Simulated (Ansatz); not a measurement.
ScPtN₂ (model structure, started from the PtCoO2 type, R-3m, No. 166, 4 atoms in the cell), treated with PBEsol (PAW; Ansatz, a program for electronic structure).

Numerical settings: plane-wave cutoff 520 eV, 20×20×20 k mesh, Fermi–Dirac smearing 0.05 eV, scalar-relativistic PAW data made under PBE.

Cell (relaxed at this level):

```cif
data_N2PtSc
_chemical_formula_sum 'Sc1 Pt1 N2'
_space_group_name_H-M_alt 'P 1'
_space_group_IT_number 1
_cell_length_a 6.26896
_cell_length_b 6.26896
_cell_length_c 6.26896
_cell_angle_alpha 29.458
_cell_angle_beta 29.458
_cell_angle_gamma 29.458
loop_
_space_group_symop_operation_xyz
  'x, y, z'
loop_
_atom_site_label
_atom_site_type_symbol
_atom_site_fract_x
_atom_site_fract_y
_atom_site_fract_z
_atom_site_occupancy
Sc1 Sc 0.50000 0.50000 0.50000 1
Pt1 Pt 0.00000 0.00000 0.00000 1
N1 N 0.89588 0.89588 0.89588 1
N2 N 0.10412 0.10412 0.10412 1
```

What does this level give for the bulk modulus?


bulk modulus: 119 GPa

The run finds no gap.

Note: the bulk modulus is −V dP/dV from two relaxed cells at ±2 % in volume; the relaxation could raise the start's symmetry but not lower it, so the cell can be a saddle point.

Spin–orbit coupling is not included; it can open a gap where bands touch, and shift volumes and moduli.

Static lattice: no zero-point or thermal effects.

A model structure was made by putting elements into a prototype or built by hand; it is no filed structure, need not be a known phase, and can be a saddle point held by its symmetry.
